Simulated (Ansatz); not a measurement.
Base system: GaN in the wurtzite structure (space group P6_3mc, No. 186).

```xyz
4
Lattice="3.1826 0.0000 0.0000 -1.5913 2.7562 0.0000 0.0000 0.0000 5.1854" Properties=species:S:1:pos:R:3 pbc="T T T"
Ga     0.0000     1.8375     0.0010
Ga     1.5913     0.9187     2.5937
N      0.0000     1.8375     1.9539
N      1.5913     0.9187     4.5466
```

Cartesian axes are those of the cell as printed.

The values are results of PBEsol (Ansatz, an electronic-structure program, PAW, no spin-orbit coupling), not measurements.

Before the change:

| Quantity | Value |
|---|---|
| Valence-band top at Γ | 0.00, 0.00, -0.04 eV |
| Shortest interatomic distance | 1.946 Å |

The change: the cell is stretched by 3.00 % along z with no lateral relaxation; the atoms relax in the strained cell.

Task: How does this affect the valence-band top at Γ, energy relative to the base and shortest interatomic distance?

Result: The valence-band top at Γ (three highest levels, from the VBM) changes from 0.00, 0.00, -0.04 eV to 0.00, 0.00, -0.21 eV; the energy grows by 12 meV/atom; the shortest interatomic distance goes up by 0.0137 Å to 1.959 Å.

The levels and masses belong to the bands next to the band gap. No phonon test of stability was made.
